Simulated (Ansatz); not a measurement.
rutile-type MgF2 (0 0 1) on rutile TiO2 (0 0 1) (film strained to the substrate, faces as cut)

A periodic stack without vacuum, rutile-type MgF2 (0 0 1) on rutile TiO2 (0 0 1) (film strained to the substrate, faces as cut): substrate slab Ti10O20, film Mg8F16, surface cells [[0, 1], [-1, 0]] and [[0, 1], [-1, 0]], film strained by -1.2 and -1.2 %, faces OTi/OTi and FMg/FMg as cut (like faces can put a slab off its formula).

The start was prepared with a machine-learned potential, and the result is one local minimum, with the in-plane cell held and forces under 0.04 eV/Å; the film can end far from its bulk form.

Computed with PBE (plane waves to 420 eV, PAW; Ansatz, an electronic-structure program). Spin–orbit coupling is left out; the runs are not spin-polarised; PBE gaps are too small against experiment. Its k-point mesh 5×5×1, Fermi–Dirac width 0.05 eV.

- interface area = 21.6 Å²
- period = 27.49 Å
- gaps between the outermost planes at the two interfaces = 1.58 and 1.58 Å
- Mg–Ti contacts across the interfaces within 1.22 times the sum of covalent radii = 4, mean 3.11 Å
- F–Ti contacts across the interfaces within 1.22 times the sum of covalent radii = 4, mean 2.16 Å
- Mg–O contacts across the interfaces within 1.22 times the sum of covalent radii = 4, mean 2.08 Å

```
CELL_PARAMETERS angstrom
      4.64219     0.00012    -0.31754
      0.00035     4.64346     0.03100
     -2.74599    -0.18979    27.74041
ATOMIC_POSITIONS crystal
  Ti 0.84884 0.07724 0.07405
  Ti 0.30828 0.57731 0.03337
  O  0.16049 0.77354 0.08059
  O  0.60036 0.87544 0.02713
  O  0.00389 0.27980 0.02712
  O  0.55085 0.38196 0.08056
  Ti 0.95911 0.07823 0.18381
  Ti 0.41577 0.57785 0.14073
  O  0.26889 0.77448 0.18935
  O  0.71420 0.88125 0.13500
  O  0.10648 0.27476 0.13502
  O  0.66029 0.38177 0.18933
  Ti 0.06828 0.07863 0.29258
  Ti 0.52461 0.57882 0.24884
  O  0.37717 0.77472 0.29785
  O  0.82302 0.88175 0.24358
  O  0.21458 0.27467 0.24355
  O  0.76878 0.38177 0.29787
  Ti 0.17540 0.07783 0.40069
  Ti 0.63298 0.57768 0.35761
  O  0.48505 0.77477 0.40642
  O  0.93132 0.88162 0.35209
  O  0.32268 0.27437 0.35207
  O  0.87722 0.38126 0.40639
  Ti 0.28159 0.07904 0.50807
  Ti 0.74112 0.57900 0.46737
  O  0.58643 0.78061 0.51430
  O  0.03987 0.88253 0.46084
  O  0.43024 0.27414 0.46085
  O  0.99000 0.37619 0.51428
  Mg 0.40239 0.07836 0.62893
  Mg 0.84646 0.57838 0.57270
  F  0.70680 0.77467 0.62939
  F  0.15297 0.88572 0.57180
  F  0.53798 0.27119 0.57181
  F  0.09890 0.38212 0.62937
  Mg 0.51566 0.07820 0.74229
  Mg 0.95923 0.57832 0.68592
  F  0.81951 0.77472 0.74250
  F  0.26273 0.88188 0.68565
  F  0.65530 0.27472 0.68565
  F  0.21232 0.38175 0.74246
  Mg 0.62946 0.07798 0.85551
  Mg 0.07271 0.57812 0.79914
  F  0.93343 0.77438 0.85581
  F  0.37613 0.88164 0.79896
  F  0.76898 0.27457 0.79894
  F  0.32601 0.38158 0.85575
  Mg 0.74350 0.07770 0.96873
  Mg 0.18689 0.57786 0.91250
  F  0.05185 0.77044 0.96965
  F  0.49024 0.88168 0.91207
  F  0.88241 0.27417 0.91203
  F  0.43679 0.38502 0.96961
```
